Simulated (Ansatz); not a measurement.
Input and output of a self-consistent single point for PdPt3 (I4mm, 4 atoms in the cell) (Ansatz, an electronic-structure program).

Method: PBEsol, default PAW files made with PBE (plane waves; Ansatz).

```yaml
crystal:
  lattice:
    - [-1.97785, 1.97785, 3.92748]
    - [1.97785, -1.97785, 3.92748]
    - [1.97785, 1.97785, -3.92748]
  atoms:
    - { symbol: Pd, position: [0.00636, 0.00636, 0.00000] }
    - { symbol: Pt, position: [0.75000, 0.25000, 0.50000], spin: 1.0 }
    - { symbol: Pt, position: [0.25000, 0.75000, 0.50000], spin: 1.0 }
    - { symbol: Pt, position: [0.50000, 0.50000, 0.00000], spin: 1.0 }
```
(The spins are starting values, not results.)

Reference input (self-consistent single point, DFT, PBEsol, plane waves, default PAW files made with PBE): basis.ecutwfc = 420 eV; kpoints.mp_grid.grid = 8 8 8; hamiltonian.xc = pbesol; hamiltonian.pseudopotentials = {kind: paw} (the program's default PAW files); magnetization.spin_polarized = true; scf.occupations.method = fermi_dirac; scf.occupations.width = 0.1 eV. This run's input differs from it in these lines:

Ansatz 0.2 input:
```diff
@@ -14,3 +14,3 @@
   mp_grid:
-    grid: [8, 8, 8]
+    grid: [16, 16, 16]
 hamiltonian:
@@ -24,3 +24,3 @@
     method: fermi_dirac
-    width: 0.1 eV
+    width: 0.3 eV
 output:
```

Output, abridged:

```
SCF iter   1: F=—  HF=-44063.665038 eV  |F-HF|=—  |Δ(HF+E_count)|=         —  Δρ=1.02e-1 (↑1.02e-1 ↓1.00e-1)  dr2=3.28e1  dr2_m=8.86e-1  M=0.198 μB ∫|m|=0.198 μB  β_m=0.30  ethr=3.10e-3  ⟨swp⟩=5.7  Hψ=109011  notcnv=0  defer=11
Mixer restart at iter 1: flushing history
all-band conjugate gradients solve this SCF's bands
preconditioner: auto → Kerker (q_TF=auto, 2.801 Å⁻¹)
   [... lines left out ...]
SCF iter   9: F=—  HF=-44058.979598 eV  |F-HF|=—  |Δ(HF+E_count)|=   2.32e-7  Δρ=5.24e-6 (↑5.24e-6 ↓5.11e-6)  dr2=1.13e-7  dr2_m=4.80e-10  M=0.000 μB ∫|m|=0.000 μB  β_m=0.98  ethr=1.17e-8  ⟨swp⟩=1.0  Hψ=32836  notcnv=0  defer=789
SCF iter  10: F=-44058.979598 eV  HF=-44058.979598 eV  |F-HF|=1.02e-8  |Δ(HF+E_count)|=   1.31e-8  Δρ=1.55e-6 (↑1.51e-6 ↓1.55e-6)  dr2=1.15e-8  dr2_m=2.20e-12  M=-0.000 μB ∫|m|=0.000 μB  ethr=1.39e-10  ⟨swp⟩=6.7  Hψ=119704  notcnv=0
SCF 1 converged in 10 iterations: F = -44058.979598 eV  dr2 = 1.15e-8
the search or the solves at the SCF's close seem to have found levels that the self-consistency loop had missed (the run counts 1) …
   [... lines left out ...]
WARN: the starting moments were not kept: the SCF closed with an absolute magnetisation of 1.4e-6 μB, where they sum to 3 μB in size (3 sites) …
Absolute magnetization: 0.0000 μB (∫|ρ↑−ρ↓|, with the PAW one-centre terms)
Free energy (F): -44058.979598 eV
Fermi energy:    21.729109 eV
   [... lines left out ...]
  atom   4  Pt    -0.00000000     0.00000000    -0.03891863
--- Stress (GPa, compression-positive) ---
       -5.723149       0.000000      -0.000000
        0.000000      -5.723149       0.000000
       -0.000000       0.000000      -5.024646
  P = ⅓ Tr σ = -5.4903 GPa (-54.903 kbar)
  The stress holds the Pulay correction. Without it, at fixed plane waves, as pw.x and ABINIT print it: P = -5.5472 GPa
```

The run converged in 10 iterations. Against the reference run the free energy goes down by 179 meV/atom, the pressure goes from -7.43 to -5.49 GPa and the largest force goes from 0.444 to 0.460 eV/Å.

The starting cell comes from a database of computed structures (which also holds hypothetical and non-ambient phases and stackings), without a prior relaxation at this level. Its lattice was rescaled by up to half a per cent. One atom was moved a little off its site on purpose. The starting moments vanished: the run ended non-magnetic. The program warned that a starting moment was not kept. With a pressure of about -5 GPa the cell is away from its equilibrium volume at this level. Ansatz's pressure includes its estimate of the finite-basis (Pulay) stress.

Cost on one core of a shared machine: roughly 3 min.
